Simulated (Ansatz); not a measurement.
Response to strain in SnO2

Base system: SnO2 in the rutile structure (space group P4_2/mnm, No. 136).

```
SnO2
1.0
    4.75991     0.00000     0.00000
    0.00000     4.75991     0.00000
    0.00000     0.00000     3.20075
Sn O
2 4
Direct
  0.00000   0.00000   0.00000
  0.50000   0.50000   0.50000
  0.30591   0.30591   0.00000
  0.80591   0.19409   0.50000
  0.19409   0.80591   0.50000
  0.69409   0.69409   0.00000
```

Cartesian axes are those of the cell as printed.

Strains are applied to the cell and any free atomic positions relax; under biaxial strain the out-of-plane vector relaxes too; under stress the whole cell relaxes.

All numbers come from r2SCAN (Ansatz, a first-principles code, PAW, no spin-orbit coupling).

Candidates:
(a) biaxial strain −2.02 %, plane normal [001], relaxed out of plane
(b) strain tensor (xx, yy, zz, yz, xz, xy) = (+2.30, +1.05, −1.29, −0.23, −0.50, +0.56) %
(c) strain tensor (xx, yy, zz, yz, xz, xy) = (+0.31, −1.12, −2.39, −0.96, +0.31, +1.41) %
(d) uniaxial stress, 0.5 GPa compression along z

For the base:

| Quantity | Result |
|---|---|
| Band gap | 1.77 eV |

Problem. Order them by band gap, lowest first.

Solution. (b) strain tensor (xx, yy, zz, yz, xz, xy) = (+2.30, +1.05, −1.29, −0.23, −0.50, +0.56) % (1.64 eV), (d) uniaxial stress, 0.5 GPa compression along z (1.78 eV), (a) biaxial strain −2.02 %, plane normal [001], relaxed out of plane (1.98 eV), (c) strain tensor (xx, yy, zz, yz, xz, xy) = (+0.31, −1.12, −2.39, −0.96, +0.31, +1.41) % (2.20 eV)

Beyond what the load breaks, stability against distortions was not tested.
